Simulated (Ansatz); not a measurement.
## Response to strain in TiC

Start from TiC in the rock salt structure (space group Fm-3m, No. 225; relaxed with 0.1 eV smearing).

```xyz
2
Lattice="0.0000 2.1639 2.1639 2.1639 0.0000 2.1639 2.1639 2.1639 0.0000" Properties=species:S:1:pos:R:3 pbc="T T T"
C      0.0000     0.0000     0.0000
Ti     2.1639     2.1639     2.1639
```

Cartesian axes are those of the cell as printed.

Strains are applied to the cell and any free atomic positions relax; under biaxial strain the out-of-plane vector relaxes too; under stress the whole cell relaxes.

Method: Kohn–Sham DFT with the r2SCAN functional, run in Ansatz (a first-principles code) with PAW and 500 eV plane waves, without spin-orbit coupling.

Notes on the quantities. energy relative to the base: free energy F.

```json
[
 {"change": "base", "energy relative to the base": "0 meV/atom", "shortest interatomic distance": "2.164 Å"},
 {"change": "biaxial strain +4.00 %, plane normal [001], relaxed out of plane", "energy relative to the base": "+53 meV/atom", "shortest interatomic distance": "2.126 Å"},
 {"change": "biaxial strain +4.44 %, plane normal [111], relaxed out of plane", "energy relative to the base": "+66 meV/atom", "shortest interatomic distance": "2.212 Å"},
 {"change": "isotropic strain −0.80 %", "energy relative to the base": "+4.9 meV/atom", "shortest interatomic distance": "2.147 Å"},
 {"change": "uniaxial strain ε_xx = −4.88 %", "energy relative to the base": "+48 meV/atom", "shortest interatomic distance": "2.058 Å"},
 {"change": "uniaxial strain ε_xx = +0.97 %", "energy relative to the base": "+1.5 meV/atom", "shortest interatomic distance": "2.164 Å"},
 {"change": "uniaxial strain ε_yy = +4.69 %", "energy relative to the base": "+31 meV/atom", "shortest interatomic distance": "2.164 Å"},
 {"change": "uniaxial strain ε_zz = −2.78 %", "energy relative to the base": "+14 meV/atom", "shortest interatomic distance": "2.104 Å"},
 {"change": "uniaxial stress, 8 GPa tension along x", "energy relative to the base": "___", "shortest interatomic distance": "___"}
]
```

Task: Complete the table.

Result: 
- uniaxial stress, 8 GPa tension along x, energy relative to the base: +4.8 meV/atom
- uniaxial stress, 8 GPa tension along x, shortest interatomic distance: 2.156 Å

Stability under load was not tested beyond the relaxation. All final runs are without spin polarisation.
